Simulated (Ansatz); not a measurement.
Consider GaAs in the zinc blende structure (space group F-43m, No. 216; a = 5.6590 Å). Axes: x, y, z lie along the cube axes.

One thing is altered: the cell is compressed by 1.97 % along x with no lateral relaxation, atoms relaxed at fixed cell.

Levels (all Ansatz, a first-principles code, PAW): PBEsol (420 eV, scalar-relativistic without spin-orbit coupling); HSE06 (420 eV, without spin-orbit coupling).

The geometry is relaxed with PBEsol.

| Property | Result |
|---|---|
| PBEsol lowest conduction level above the VBM at special points | Γ 0.49 eV; N 0.90 eV; M 1.17 eV |

With HSE06 at the same geometry, the lowest conduction level above the VBM at special points becomes Γ 1.48 eV; N 1.73 eV; M 1.86 eV (PBEsol: Γ 0.49 eV; N 0.90 eV; M 1.17 eV).

Single points use the geometry relaxed with PBEsol. The levels and masses belong to the bands next to the band gap. The cells carry an imposed strain or load. Stability against distortions was not tested. k-point labels follow each cell's own Brillouin zone.
